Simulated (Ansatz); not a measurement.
System: Ca2Nb2O7 (Fd-3m, No. 227, 22 atoms in the cell; start mp-4155). Method: r²SCAN+SOC (plane waves, PAW; Ansatz, a quantum-chemistry and plane-wave program).

Run with plane-wave cutoff 560 eV, 6×6×6 k mesh, Fermi–Dirac smearing 0.01 eV, PAW data made under PBE.

Cell (relaxed with PBEsol):

```
CELL_PARAMETERS angstrom
      0.00000     5.20064     5.20064
      5.20064     0.00000     5.20064
      5.20064     5.20064     0.00000
ATOMIC_POSITIONS crystal
  Ca 0.12500 0.62500 0.12500
  Ca 0.12500 0.12500 0.12500
  Ca 0.62500 0.12500 0.12500
  Ca 0.12500 0.12500 0.62500
  Nb 0.62500 0.12500 0.62500
  Nb 0.62500 0.62500 0.62500
  Nb 0.12500 0.62500 0.62500
  Nb 0.62500 0.62500 0.12500
  O  0.00000 0.00000 0.00000
  O  0.25000 0.25000 0.25000
  O  0.30716 0.30716 0.69284
  O  0.55716 0.55716 0.94284
  O  0.69284 0.69284 0.30716
  O  0.94284 0.94284 0.55716
  O  0.69284 0.30716 0.30716
  O  0.94284 0.55716 0.55716
  O  0.30716 0.69284 0.69284
  O  0.55716 0.94284 0.94284
  O  0.30716 0.69284 0.30716
  O  0.55716 0.94284 0.55716
  O  0.69284 0.30716 0.69284
  O  0.94284 0.55716 0.94284
```

**Question.** Give the computed band gap.

**Answer.** 
- band gap = 1.99 eV (direct)

Note: cell and atoms aren't relaxed at this level (largest force component 0.04 eV/Å, pressure 1.7 GPa).

Computed values are for the static lattice.

A start named mp-… is a Materials Project structure, which need not be a measured phase.
